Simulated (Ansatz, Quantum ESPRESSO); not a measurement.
**One structure in several programs: CdAu (Pm-3m, 2 atoms in the cell)**

Self-consistent single point.

```
CdAu
1.0
    3.33811     0.00000     0.00000
    0.00000     3.33811     0.00000
    0.00000     0.00000     3.33811
Cd Au
1 1
Direct
  0.00000   0.00000   0.00000
  0.50000   0.50000   0.50000
```

Shared settings, as Ansatz (a first-principles code) writes them: kpoints.mp_grid.grid = 7 7 7; magnetization.spin_orbit = true; scf.occupations.method = gaussian; scf.occupations.width = 0.272 eV. Potentials and cutoffs stand in the table.

```json
[
 {"code": "Ansatz", "model": "PBEsol with spin-orbit coupling, PAW files made with PBE", "pressure (GPa)": "-3.21", "cutoff": "default"},
 {"code": "Quantum ESPRESSO", "model": "PBEsol, spin-orbit coupling, PseudoDojo fully relativistic norm-conserving (PBESOL) pseudopotentials", "pressure (GPa)": "-2.83", "cutoff": "105 Ry"}
]
```

The spread over the programs that give each value: pressure within 0.38 GPa.

Ansatz's pressure is given at a fixed set of plane waves, as the other plane-wave codes print theirs; with its correction for the finite basis it is -3.02 GPa.

The starting cell comes from a database of computed structures (which also holds hypothetical and non-ambient phases and stackings), without a prior relaxation at this level. Its lattice was rescaled by a random factor within 2.5 % of one.

Left out of this page: Elk, FLEUR and SIESTA (not drawn, or without a comparable value).

Keys are those of Ansatz 0.2.
